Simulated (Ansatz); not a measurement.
The starting structures come from a database of crystals and need not be the phases stable at ambient conditions.

 Where the default PAW files enter, the runs use the earlier of Ansatz's two default sets.

Inside the gap of an insulator the Bloch states are evanescent, with a wavenumber k + iκ along the transport direction.

```xyz
12
Lattice="4.3611 0.0000 0.0000 0.0000 7.4018 0.0000 -1.5219 0.0000 7.6390" Properties=species:S:1:pos:R:3 pbc="T T T"
Ag     2.8649     3.6357     1.5768
Ag    -0.0257     3.7661     6.0622
Ag     2.9158     7.3366     2.2427
Ag    -0.0766     0.0652     5.3963
Ag     2.2126     2.2721     4.2556
Ag     0.6266     5.1297     3.3834
Ag     2.0462     5.9730     7.2029
Ag     0.7930     1.4288     0.4361
S      1.3049     1.7517     6.5654
S      1.5343     5.6501     1.0736
S      2.9539     5.4526     4.8931
S     -0.1147     1.9492     2.7459
```

Space group of this cell: P2_1/c. The cell is taken as given; by PBEsol its mean pressure is -5.5 GPa.

Transport runs along the normal of the first two printed cell vectors.

The gap is the functional's own, uncorrected, and κ follows it; spin-orbit coupling is left out. Mid-gap values are interpolated between the computed energies.

### Question
State the band gap and the smallest decay constant κ at mid-gap according to Ansatz (a program for electronic structure) with PBEsol.

### Answer
Gap 0.88 eV on a 8×4×4 mesh; κ = 0.137 1/Å, at the zone centre.
